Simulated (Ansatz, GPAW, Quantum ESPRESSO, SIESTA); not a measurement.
## Code comparison for Li₃In (I4/mmm, 4 atoms in the cell)

Self-consistent single point, at a second geometry (lattice scaled by 0.98). First geometry:

```
Li3In
1.0
   -2.08073     2.08073     4.22808
    2.08073    -2.08073     4.22808
    2.08073     2.08073    -4.22808
Li In
3 1
Cartesian
  0.00000   2.08073   2.11404
  2.08073   0.00000   2.11404
  0.00000   0.00000   4.22808
  0.00000   0.00000   0.00000
```

Shared settings, as Ansatz (an electronic-structure program) writes them: kpoints.mp_grid.grid = 11 11 11; scf.occupations.method = gaussian; scf.occupations.width = 0.2 eV. Potentials and cutoffs stand in the table.

```csv
code,model,ΔF from the first geometry (meV/atom),pressure (GPa),cutoff
Ansatz,"LDA (PW92), PAW files made with PBE",-8.9,-0.58,default
SIESTA,"LDA PW92, numerical atomic orbitals TZP, PseudoDojo LDA standard norm-conserving potentials (rewritten from UPF to PSML)",-8.5,-0.52,grid 350 Ry
GPAW,"LDA (Perdew-Wang 92), GPAW PAW datasets LDA (gpaw-data 1.0.1)",-7.8,-0.40,600 eV
Quantum ESPRESSO,"LDA (PZ), GBRV 1.5 ultrasoft (LDA) pseudopotentials",-8.9,-1.00,40 Ry
```

For Quantum ESPRESSO (by 0.4 GPa) the energy change implies a higher mean pressure, against the two pressures, than for the other programs: a sign of finite-basis (Pulay) stress.

The spread over the programs that give each value: ΔF from the first geometry within 1.1 meV/atom; pressure within 0.60 GPa.

SIESTA uses small atom-centred bases, whose incompleteness enters pressures, forces and empty levels differently from a plane-wave cutoff. Ansatz's pressure is given at a fixed set of plane waves, as the other plane-wave codes print theirs. The same LDA comes in different parametrisations, which differ slightly.

The starting cell comes from a database of computed structures (which also holds hypothetical and non-ambient phases and stackings), without a prior relaxation at this level. For this run, on top of that: lattice scaled by 0.98.

Left out of this page: ABINIT (with a known weakness of the program); Elk and FLEUR (not drawn, or without a comparable value).

Keys are those of Ansatz 0.2.
